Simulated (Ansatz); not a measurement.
# Ir under a change: pressure 4.5 GPa

Take Ir in the fcc (Cu type) structure (space group Fm-3m, No. 225; a = 3.8112 Å) as the base.

The change: cell and atoms relaxed at a pressure of 4.5 GPa.

The values are results of LDA, PAW, 420 eV (Ansatz, a first-principles code; no spin-orbit coupling), not measurements. k-mesh 21×21×21 (Γ-centred); smearing 0.05 eV (Fermi–Dirac).

The volume per atom shrinks by 0.15 Å³ to 13.69 Å³ and the density rises by 0.25 g/cm³, from 23.06 g/cm³ to 23.31 g/cm³. The lattice parameter a decreases by 0.014 Å, from 3.811 Å to 3.797 Å and the shortest interatomic distance drops by 0.010 Å to 2.685 Å. The enthalpy H = E + PV relative to the base's energy comes out as +0.39 eV/atom and the band gap stays zero.

Load acts through the strain it causes; cell and atoms are relaxed under it. Whether these cells are dynamically stable was not tested. The final runs are not spin-polarised.
